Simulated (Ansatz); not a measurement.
Converging the k-point mesh: NaTl (R3m, 4 atoms in the cell)

```xyz
4
Lattice="0.0000 3.7506 3.7506 3.7506 0.0000 3.7506 3.7506 3.7506 0.0000" Properties=species:S:1:pos:R:3 pbc="T T T"
Na     3.7794     3.7794     3.7794
Na     5.6259     5.6259     5.6259
Tl     0.0000     0.0000     0.0000
Tl     1.8753     1.8753     1.8753
```

Method of the run: LDA (PW92), default PAW files made with PBE (plane waves; Ansatz, a quantum-chemistry and plane-wave program).

Base settings: basis.ecutwfc = 420 eV; kpoints.mp_grid.grid = 8 8 8; hamiltonian.xc = lda; hamiltonian.pseudopotentials = {kind: paw} (the program's default PAW files); scf.occupations.method = gaussian; scf.occupations.width = 0.1 eV.

Only quantities that move along the ladder and can be compared are tabulated.

The count of work is k-points × plane waves × bands × iterations; it is no time. Core times come from one kind of shared machine, to one figure; runs under 30 s give none.

The starting cell comes from a database of computed structures (which also holds hypothetical and non-ambient phases and stackings), without a prior relaxation at this level. Its lattice was rescaled by up to half a per cent. One atom was moved a little off its site on purpose. Ansatz's pressure includes its estimate of the finite-basis (Pulay) stress.

| kpoints.mp_grid.grid | free energy less the last step's (meV/atom) | pressure (GPa) | largest difference of a force vector from the last step's (eV/Å) | count of work / last | core time / last (rough) |
|---|---|---|---|---|---|
| 2 2 2 | 325.18 | 1.68 | 0.041 | 0.0035 | – |
| 3 3 3 | 106.90 | -0.24 | 0.022 | 0.0052 | – |
| 4 4 4 | 39.17 | -1.36 | 0.003 | 0.0096 | – |
| 5 5 5 | 11.89 | -1.54 | 0.003 | 0.014 | – |
| 6 6 6 | 2.92 | -1.73 | 0.002 | 0.024 | – |
| 7 7 7 | 1.57 | -1.73 | 0.002 | 0.038 | – |
| 8 8 8 | -0.11 | -1.66 | 0.002 | 0.056 | – |
| 9 9 9 | -1.06 | -1.69 | 0.001 | 0.074 | – |
| 10 10 10 | -0.86 | -1.73 | 0.000 | 0.10 | – |
| 11 11 11 | -0.55 | -1.70 | 0.000 | 0.13 | 0.1 |
| 12 12 12 | -0.26 | -1.71 | 0.000 | 0.16 | 0.2 |
| 15 15 15 | 0.01 | -1.72 | 0.001 | 0.30 | 0.3 |
| 17 17 17 | -0.11 | -1.72 | 0.000 | 0.42 | 0.4 |
| 18 18 18 | -0.08 | -1.72 | 0.000 | 0.50 | 0.5 |
| 20 20 20 | 0.05 | -1.72 | 0.000 | 0.68 | 0.7 |
| 23 23 23 | 0.00 | -1.72 | 0.000 | 1.0 | 1 |

Coarsest kpoints.mp_grid.grid that holds the free energy within 0.5 meV/atom of the last step, with all finer ones: 12 12 12, at 0.16 of the last step's count of work and about 0.2 of the last step's time; the step before is off by 0.55 meV/atom.

Coarsest kpoints.mp_grid.grid that holds the forces within 0.02 eV/Å of the last step, with all finer ones: 4 4 4, at 0.0096 of the last step's count of work; the step before is off by 0.022 eV/Å.

Coarsest kpoints.mp_grid.grid that holds the pressure within 0.2 GPa of the last step, with all finer ones: 5 5 5, at 0.014 of the last step's count of work; the step before is off by 0.35 GPa.

Keys are those of Ansatz 0.2.
